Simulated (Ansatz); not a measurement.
TiO2 (P4_2/mnm), Ansatz (a quantum-chemistry and plane-wave program) with PBEsol with spin-orbit coupling, rigid bands: N_c = 1.08e20 cm⁻³ at 300 K and an electron conductivity mass of 1.11 mₑ along y (a = (4.59, 0.00, 0.00) Å; b = (0.00, 4.59, 0.00) Å; c = (0.00, 0.00, 2.94) Å).

Question: For 1e16 electrons per cm³ at 300 K, place the Fermi level, estimate the Seebeck coefficient of a parabolic band with constant τ, and give mobility and conductivity for τ = 50 fs.

Answer: The level lies k_BT ln(N_c/n) = 0.240 eV below the conduction-band minimum. S ≈ −(k_B/e)[ln(N_c/n) + 5/2] = -1016 μV/K, against -1112 μV/K from the full bands (mean over directions). μ = eτ/m = 79.2 cm²/(V·s) and σ = neμ = 0.127 S/cm. τ is assumed, not computed.

Band transport and this doping are assumed; polarons and phonon drag are left out.
